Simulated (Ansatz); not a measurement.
Amorphous Ti20O43Sc2, 65 atoms at 3.60 g/cm³, one PBE-relaxed geometry, zone centre. Methods: PBE, scalar-relativistic without spin-orbit coupling (Ansatz, a program for electronic structure); r2SCAN, scalar-relativistic without spin-orbit coupling (Ansatz); HSE06, scalar-relativistic without spin-orbit coupling (Ansatz). Plane waves to 420 eV (r2SCAN 500 eV); exact exchange is cut at the cell's faces. At PBE the levels at the filled edge of the gap are localised (band-tail or defect states), and the nearest spread-out levels lie 3.0 eV apart at the zone centre. All rungs ran without spin polarisation.

It comes from a melt-quench run on a machine-learned potential (CHGNet), relaxed afterwards by DFT. O atoms were pushed apart under 1.9 Å during the dynamics, to hinder bonds among them. The hot cell started wider than the set density and was brought back towards it in steps. It is the lowest in DFT energy of 2 quenches. It is a model cell: composition and starting density were chosen by hand, and all elements were melted together. No dispersion term was used. Its density started from a set value of 3.60 and ended at 3.60 g/cm³. The simulated quench (nominally 360 K/ps over its main leg) is rapid and tends to freeze in more defects than a deposited or slowly cooled glass has. One small periodic cell is one sample of the glass; other quenches scatter about these values. The volume was held where the preparation left it and the shape relaxed, at a PBE pressure of 0.6 GPa. Stress components on the final sampling reach 0.7 GPa.

The relaxation ran on the zone centre alone. At PBE the level gap is 2.68 eV on a 2×2×2 Γ-centred mesh, and the spacing at the zone centre alone 2.71 eV.

Problem. What zone-centre spacing does r2SCAN give, roughly?

Solution. 3.07 eV (+0.36 eV against PBE).

Problem. What zone-centre spacing does HSE06 give, roughly?

Solution. 4.28 eV (+1.57 eV against PBE).

The highest filled and the lowest empty state spread over these numbers of atoms (participation numbers): PBE: 8.6 and 17.4; r2SCAN: 8.2 and 15.8; HSE06: 8.4 and 18.7.
